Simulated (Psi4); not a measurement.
Psi4 1.11, WB97X/def2-tzvp: Ga(Me)2 ([CH3][Ga+][CH3]), charge +1, multiplicity 1, 9 atoms. The geometry is a generated start, not checked to be a minimum at this level.

```
Quantity                              Value
--------------------------  ---------------
task                                 energy
method                                wb97x
basis                             def2-tzvp
memory                                 3 GB
maxiter                                 100
keys of the molecule block      symmetry c1
scf_type                       df (default)
e_convergence               1e-06 (default)
d_convergence               1e-06 (default)
dft_radial_points              75 (default)
dft_spherical_points          302 (default)
basis functions                         146
grid points                          195501
```

```xyz
9

Ga    -0.0024    -0.0022    -0.0038
C      1.5855     0.2249    -1.2932
H      2.2590    -0.6305    -1.1756
H      2.1077     1.1548    -1.0440
H      1.2034     0.2682    -2.3188
C     -1.5859    -0.2254     1.2926
H     -2.1135    -1.1535     1.0484
H     -2.2568     0.6328     1.1792
H     -1.1969    -0.2690     2.3152
```

Charge 1 and multiplicity 1 are set for this test and not shown to be the ground state.

With the defaults (diis = true, scf_initial_accelerator = adiis, damping_percentage = 0, soscf = false, guess = auto, which took SAD, diis_start = 1, diis_max_vecs = 10) it converges in 9 SCF iterations. One run each on 2 threads, with these changes:
- soscf = true
- diis = false, scf_initial_accelerator = none, damping_percentage = 60
- diis_start = 4
- diis_max_vecs = 20
- guess = core
- guess = sap
- damping_percentage = 20
- guess = gwh
- diis_max_vecs = 3

Task: Name the settings that don't reach the solution of the defaults.

Result: No convergence: diis = false, scf_initial_accelerator = none, damping_percentage = 60 (the run ends without SCF convergence in 100 iterations). The rest reach the solution of the defaults.

```tsv
setting	SCF iterations	JK calls	end
soscf = true	6	17	same solution
the defaults	9	10	same solution
guess = sap	9	9	same solution
diis_max_vecs = 3	9	10	same solution
diis_max_vecs = 20	9	10	same solution
guess = core	12	12	same solution
guess = gwh	13	13	same solution
diis_start = 4	14	15	same solution
damping_percentage = 20	21	22	same solution
diis = false, scf_initial_accelerator = none, damping_percentage = 60	100	101	no convergence
```

An SOSCF iteration holds several JK calls; a Hückel guess adds calls on atoms. 1 further run of the study ended by our limits or in an error and is left out.
